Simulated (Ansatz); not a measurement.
Consider SnO₂ in the rutile structure (space group P4_2/mnm, No. 136).

```xyz
6
Lattice="4.7692 0.0000 0.0000 0.0000 4.7692 0.0000 0.0000 0.0000 3.2120" Properties=species:S:1:pos:R:3 pbc="T T T"
Sn     0.0000     0.0000     0.0000
Sn     2.3846     2.3846     1.6060
O      1.4607     1.4607     0.0000
O      3.8453     0.9239     1.6060
O      0.9239     3.8453     1.6060
O      3.3085     3.3085     0.0000
```

Cartesian axes are those of the cell as printed.

Calculations: Ansatz (an electronic-structure program), PBEsol, PAW, cutoff 420 eV, spin-orbit coupling left out.

Strains are applied to the cell and any free atomic positions relax.

One change was made to it. Results:

The valence-band top at Γ (three highest levels, from the VBM) changes from 0.00, -0.77, -0.77 eV to 0.00, -0.67, -0.80 eV; the band gap rises by 0.33 eV (0.92 eV → 1.25 eV); the electron mass goes from 0.17 mₑ along c, 0.19 mₑ across (at Γ) to 0.18 mₑ along z, 0.20 mₑ across (at Γ); the pressure (mean of the normal stresses, compression positive) goes from zero to 5.71 GPa.

Question: Name the change that was made.
A. uniaxial strain ε_xx = −0.60 %
B. uniaxial strain ε_xx = −2.40 %
C. uniaxial strain ε_xx = −3.00 %

Answer: C, uniaxial strain ε_xx = −3.00 %. For comparison, the band gap in the other runs: uniaxial strain ε_xx = −0.60 % gives 0.98 eV; uniaxial strain ε_xx = −2.40 % gives 1.17 eV.

Effective masses come from finite differences of ±0.01 Å⁻¹. Stability against distortions was not tested.
